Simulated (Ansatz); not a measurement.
Take TiAl (space group P4/mmm, No. 123; a = 2.813 Å, c = 4.058 Å) as the base. Axes: x, y, z lie along a, b, c of the conventional cell.

The values are results of Ansatz (a program for electronic structure) r2SCAN, scalar-relativistic without spin-orbit coupling, not measurements.

Before the change:

Pressure: 0.0 GPa
Volume per atom: 16.06 Å³

Modification: compressive biaxial strain of 1.83 % in the plane normal to [001], as in epitaxy on a mismatched substrate; the out-of-plane cell vector and the atoms relax.

**Question.** How does this affect the pressure and volume per atom?

**Answer.** The pressure (mean of the normal stresses, compression positive) goes from zero to 2.6 GPa; the volume per atom shrinks by 0.33 Å³ to 15.73 Å³.

Without a gap, meshes like the base's 16×16×12 leave anisotropic stresses uncertain by several tenths of a GPa, and small strain energies with them. Whether these cells are dynamically stable was not tested. The final runs are not spin-polarised.
